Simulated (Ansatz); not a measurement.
# Pt: stress against strain

Pt (fcc, Fm-3m, 14.777 Å³/atom at rest, cube axes along x, y and z) under a strain ε along a cube axis (axis z), the other axes held. LDA in Ansatz, a plane-wave DFT program (PAW, default set), 420 eV, 29×29×29 Γ-centred mesh, Fermi-Dirac smearing 0.10 eV; ions are relaxed within the symmetry of each cell. Stress is positive for a compressed cell.

Here s stands for strain and y for stress zz.

| strain (%) | stress zz (GPa) |
|---|---|
| -3.00 | ? |
| -1.50 | 5.98 |
| -1.00 | 3.92 |
| -0.50 | 1.93 |
| 0.00 | 0.00 |
| 0.50 | -1.88 |
| 1.00 | -3.69 |
| 1.50 | -5.46 |

### Question
Fit y against s with a straight line, and predict the withheld value at s = -3.00.

### Answer
Means: s 0, y 0.114. About the means, the sum of products is -26.675 and the sum of squares of s is 7.0000; the slope is their ratio. Least squares gives y = 0.114 - 3.8107·s. Residuals (row less fit): 0.150, -0.005, -0.089, -0.114, -0.089, 0.007, 0.142; standard error 0.120 (degrees of freedom: 5). The slope gives the elastic constant C11 = 381 ± 5 GPa. At the withheld row, y = 0.114 - 3.8107 × (-3.0) = 11.546 GPa. The calculation gives 12.50 GPa, 0.954 GPa above the prediction (5.3 % of the range of y in the table). The row lies outside the fitted rows, so this is an extrapolation. From the scatter of the fitted rows alone, a prediction at this place has a standard error of 0.186 GPa, so the miss is 5.1 times that.

One order more, fitted to all 13 runs of the series, follows each within 0.01, so the miss is the next term of a smooth law. In a metal these values are sensitive to mesh and smearing; energies are taken to zero smearing, stresses follow the free energy. Rows are the converged runs of the series near zero and its far end; series whose fitted rows scatter by over a few per cent of the range, as at a crossing or softening among them, aren't shown in this form. Most that stay on the fit to the last digits aren't either.
